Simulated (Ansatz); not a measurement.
Cell and atoms of amorphous Si$_{30}$N$_{44}$Hf$_{3}$:

```
Hf3N44Si30
1.0
    9.68982     0.28023     0.07412
    0.28023     9.41489    -0.11537
    0.07412    -0.11537     9.54800
Si N Hf
30 44 3
Direct
  0.61686   0.32691   0.49702
  0.07992   0.68375   0.94789
  0.33452   0.25934   0.35657
  0.45618   0.68081   0.29960
  0.87462   0.70122   0.17378
  0.30373   0.85606   0.82717
  0.96587   0.81627   0.46055
  0.69055   0.44828   0.21150
  0.11346   0.06288   0.06324
  0.98506   0.45402   0.73828
  0.53896   0.85006   0.55441
  0.16132   0.81418   0.23506
  0.69962   0.86804   0.28249
  0.46038   0.56754   0.60251
  0.40723   0.89695   0.07783
  0.60521   0.71467   0.82134
  0.03259   0.93492   0.73570
  0.84517   0.16753   0.20381
  0.08106   0.10328   0.37795
  0.55181   0.16335   0.21968
  0.27105   0.49259   0.82455
  0.81880   0.50224   0.94059
  0.87927   0.36364   0.45645
  0.29650   0.07686   0.62188
  0.78929   0.20836   0.75996
  0.19137   0.21550   0.82350
  0.79006   0.06526   0.47612
  0.79068   0.89721   0.69778
  0.49479   0.56257   0.99473
  0.49997   0.28732   0.78797
  0.51025   0.22297   0.40385
  0.38892   0.23682   0.18144
  0.86254   0.35670   0.82216
  0.13150   0.80752   0.82607
  0.57647   0.69446   0.64581
  0.65112   0.56220   0.90536
  0.03826   0.74386   0.11764
  0.44785   0.75365   0.92508
  0.14782   0.22752   0.99986
  0.83211   0.52067   0.12614
  0.94033   0.80540   0.63865
  0.53654   0.39960   0.64300
  0.38233   0.91125   0.64938
  0.33763   0.78147   0.20032
  0.54059   0.00324   0.11742
  0.21685   0.56837   0.98119
  0.12377   0.74698   0.39860
  0.97937   0.46526   0.55703
  0.84344   0.75980   0.34802
  0.63699   0.18177   0.83777
  0.14365   0.06894   0.72007
  0.69147   0.26797   0.15469
  0.41819   0.41367   0.91171
  0.55328   0.81540   0.37310
  0.13747   0.00227   0.23203
  0.23923   0.14187   0.45926
  0.94966   0.59438   0.86600
  0.70995   0.84451   0.83858
  0.14907   0.38142   0.76176
  0.35855   0.19367   0.74641
  0.21619   0.40384   0.33057
  0.73297   0.05415   0.30561
  0.95686   0.24432   0.32703
  0.53235   0.55267   0.17359
  0.30208   0.59160   0.68434
  0.87570   0.03853   0.77667
  0.68424   0.95611   0.56835
  0.92408   0.07481   0.06515
  0.71945   0.43254   0.39191
  0.26953   0.96390   0.98246
  0.40290   0.58922   0.43724
  0.96392   0.00498   0.46665
  0.77707   0.23480   0.56345
  0.74332   0.81319   0.11444
  0.18687   0.55526   0.48659
  0.73013   0.99766   0.98786
  0.24894   0.38262   0.11132
```

Methods: PBE, scalar-relativistic without spin-orbit coupling (Ansatz, a first-principles code); r2SCAN, scalar-relativistic without spin-orbit coupling (Ansatz); HSE06, scalar-relativistic without spin-orbit coupling (Ansatz). Neutral PBE cell, which sets geometry, pressure and energy: sampling: a 2×2×2 Γ-centred mesh; Fermi-Dirac width 0.02 eV; no spin polarisation. Exact exchange is cut at the faces of this 9 Å cell, which leaves hybrid gaps a finite-size error.

It comes from a melt-quench run on a machine-learned potential (CHGNet), relaxed afterwards by DFT. N atoms were pushed apart under 1.9 Å during the dynamics, to hinder bonds among them. The hot cell started wider than the set density and was brought back towards it in steps. It is the lowest in DFT energy of 2 quenches. It is a model cell: composition and starting density were chosen by hand, and all elements were melted together. No dispersion term was used. Its density started from a set value of 3.81 and ended at 3.81 g/cm³. The simulated quench (nominally 450 K/ps over its main leg) is rapid and tends to freeze in more defects than a deposited or slowly cooled glass has. Values belong to this one cell and scatter from quench to quench. The volume was held where the preparation left it and the shape relaxed.

### Question
Give the pressure and the spacing of the highest filled and lowest empty levels.

### Answer

```json
{
 "Pressure on a 2×2×2 Γ-centred mesh": "0.82 GPa",
 "Largest force and stress component on that mesh (the relaxation ran on the zone centre alone)": "0.06 eV/Å and 0.9 GPa",
 "Level gap on a 2×2×2 Γ-centred mesh (PBE)": "2.55 eV",
 "Level gap at the zone centre (PBE)": "2.60 eV",
 "Level gap at the zone centre (r2SCAN)": "3.02 eV",
 "Level gap at the zone centre (HSE06)": "3.88 eV",
 "Distance between the nearest levels spread over more than a fifth of the atoms or a third of the atoms of their main element (six at least) (PBE, zone centre)": "2.90 eV"
}
```

### Question
At PBE and the zone centre, how localised are the states just below and above the Fermi level (participation number: the atoms over which a state spreads)?

### Answer
The highest filled state is spread over 9.8 atoms' worth, largest on N32, with weights by element (charge in smoothed Voronoi cells) N 0.89, Si 0.08, Hf 0.03. The lowest empty state is spread over 31.7 atoms' worth, largest on Hf77, with weights by element (charge in smoothed Voronoi cells) N 0.49, Si 0.40, Hf 0.11.

At PBE the levels at the filled edge of the gap are localised (band-tail or defect states), and the nearest spread-out levels lie 2.9 eV apart at the zone centre.

Neighbours within Si-Si 2.60 Å, Si-N 2.26 Å, Si-Hf 2.89 Å, N-N 1.70 Å, N-Hf 2.71 Å, Hf-Hf 3.34 Å count as bonded. Two cations that share two anions don't count as bonded, nor two that share one unless they lie closer than Si-Si 2.38 Å, Si-Hf 2.81 Å, Hf-Hf 3.25 Å.

Added carriers, by PBE, scalar-relativistic without spin-orbit coupling (Ansatz) on the zone centre alone. Charged cells keep the cell fixed and stand in a uniform background, with no image correction, at a width of 0.01 eV; where the count is odd the moment is locked at 1 μB, unless the neutral cell bore moments. Each starts from the undistorted neutral geometry alone. PBE's self-interaction favours spread-out carriers, so it can miss traps that a hybrid finds.

### Question
What happens at PBE when the cell takes an extra electron and the atoms relax?

### Answer
Relaxation lowers the charged cell by 0.42 eV. The largest moves are Si9 0.29 Å, N70 0.26 Å, N68 0.22 Å, Si17 0.19 Å. The level that holds the added charge spreads over 7.3 atoms' worth, most on Si9 (weight 0.33): a partly localised carrier. No bond crosses its cut-off with a change of over 0.15 Å (metal-metal contacts aside). Made neutral again at that geometry, the cell lies +1.12 eV from the neutral start.

### Question
What happens at PBE when the cell takes a hole and the atoms relax?

### Answer
Relaxation lowers the charged cell by 0.25 eV. The largest moves are Si20 0.10 Å, N74 0.09 Å, N45 0.09 Å, Hf76 0.08 Å. The level that was emptied spreads over 7.1 atoms' worth, most on N45 (weight 0.27): a partly localised carrier. No bond crosses its cut-off with a change of over 0.15 Å (metal-metal contacts aside). Made neutral again at that geometry, the cell lies +0.38 eV from the neutral start.
